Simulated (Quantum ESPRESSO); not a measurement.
Troubleshooting Quantum ESPRESSO: a failed run on Mg5Sn (Amm2, 6 atoms in the cell). The aim is a self-consistent single point with DFT, PBEsol, plane waves, GBRV 1.5 ultrasoft (PBESOL) pseudopotentials.

The input file:

```fortran
&control
   calculation = 'scf',
   prefix = 'mg5sn',
   outdir = './tmp/',
   pseudo_dir = './',
   tprnfor = .true.,
   tstress = .true.,
/
&system
   ibrav = 0,
   nat = 6,
   ntyp = 2,
   ecutwf = 40,
   ecutrho = 200,
   occupations = 'smearing',
   smearing = 'marzari-vanderbilt',
   degauss = 0.0073499,
/
&electrons
   conv_thr = 1.0d-10,
   mixing_beta = 0.3,
/
ATOMIC_SPECIES
Mg    24.3050  mg_pbesol_v1.4.uspp.F.UPF
Sn   118.7100  sn_pbesol_v1.4.uspp.F.UPF
ATOMIC_POSITIONS crystal
Mg    0.0000000000    0.9994600000    0.9994600000
Mg    0.0000000000    0.6669700000    0.6669700000
Mg    0.0000000000    0.3343400000    0.3343400000
Mg    0.5000000000    0.8891400000    0.8891400000
Mg    0.5000000000    0.5541100000    0.5541100000
Sn    0.5000000000    0.2226600000    0.2226600000
K_POINTS automatic
4 6 6  1 1 1
CELL_PARAMETERS bohr
   9.5521876148     0.0000000000     0.0000000000
   0.0000000000     3.1791051567    15.2585652474
   0.0000000000    -3.1791051567    15.2585652474
```

The program printed (abridged):

```
     This program is part of the open-source Quantum ESPRESSO suite
     for quantum simulation of materials; please cite

 %%%%%%%%%%%%%%%%%%%%%%%%%%%%%%%%%%%%%%%%%%%%%%%%%%%%%%%%%%%%%%%%%%%%%%%%%%%%%%
     Error in routine  read_namelists (1):
      bad line in namelist &system: "   ecutwf = 40," (error could be in the previous line)
 %%%%%%%%%%%%%%%%%%%%%%%%%%%%%%%%%%%%%%%%%%%%%%%%%%%%%%%%%%%%%%%%%%%%%%%%%%%%%%

     stopping ...
```

Read the log: what does the program object to, and what is the fix?

The fault is a keyword that the program does not know. The program does not know a key of this name. To fix it, use the program's own name for the key. The program stopped before any SCF iteration.

The sound input it was made from differs as follows (other fixes are possible):
```diff
-   ecutwf = 40,
+   ecutwfc = 40,
```

With that input, the run converged in 15 iterations: free energy E − TS -10673.9209 eV; Fermi level (on the code's own zero) 6.77 eV; pressure -0.29 GPa; largest force (vector length) 0.065 eV/Å (DFT, PBEsol, plane waves, GBRV 1.5 ultrasoft (PBESOL) pseudopotentials).

On the sound input: the starting cell comes from a database of computed structures (which also holds hypothetical and non-ambient phases and stackings), without a prior relaxation at this level.
